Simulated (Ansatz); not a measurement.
## SiO2 under a change: uniaxial strain ε_zz = −2.26 %

Consider SiO2 (space group P4_12_12, No. 92; a = 5.0298 Å, c = 7.0120 Å). Axes: x, y, z lie along a, b, c of the conventional cell.

It is then changed as follows: the cell is compressed by 2.26 % along z with no lateral relaxation; the atoms relax in the strained cell.

Level of theory: PBEsol (Ansatz, a quantum-chemistry and plane-wave program, PAW, no spin-orbit coupling). Settings: 5×5×4 k-points, 0.05 eV Fermi–Dirac smearing.

- Volume per atom: 14.45 Å³ (base 14.78 Å³)
- Space group: P4_12_12 (No. 92) (base P4_12_12 (No. 92))
- Shortest interatomic distance: 3.060 bohr (base 3.059 bohr)
- Energy relative to the base (free energy F): +1.1 meV/atom
- Band gap: 5.56 eV (base 5.57 eV)
- Gap character: direct at Γ (base direct at Γ)
- Width of the top valence band: 0.61 eV (base 0.63 eV)
- Electron mass: 0.53 mₑ (at Γ) (base 0.54 mₑ (at Γ))
- Valence-band top at Γ (three highest levels, from the VBM): 0.00, -0.34, -0.34 eV (base 0.00, -0.28, -0.28 eV)
- Stress (xx, yy, zz, yz, xz, xy; compression positive): (-0.16, -0.16, 0.99, 0.00, 0.00, 0.00) GPa

Final structure:

```yaml
crystal:
  lattice:
    - [5.02978, 0.00000, 0.00000]
    - [0.00000, 5.02978, 0.00000]
    - [0.00000, 0.00000, 6.85352]
  atoms:
    - { symbol: Si, position: [0.30142, 0.30142, 0.00000] }
    - { symbol: Si, position: [0.80142, 0.19858, 0.75000] }
    - { symbol: Si, position: [0.19858, 0.80142, 0.25000] }
    - { symbol: Si, position: [0.69858, 0.69858, 0.50000] }
    - { symbol: O, position: [0.23807, 0.10757, 0.18282] }
    - { symbol: O, position: [0.73807, 0.39243, 0.56718] }
    - { symbol: O, position: [0.26193, 0.60757, 0.06718] }
    - { symbol: O, position: [0.76193, 0.89243, 0.68282] }
    - { symbol: O, position: [0.89243, 0.76193, 0.31718] }
    - { symbol: O, position: [0.39243, 0.73807, 0.43282] }
    - { symbol: O, position: [0.60757, 0.26193, 0.93282] }
    - { symbol: O, position: [0.10757, 0.23807, 0.81718] }
```

Effective masses come from finite differences of ±0.01 Å⁻¹. No phonon test of stability was made.
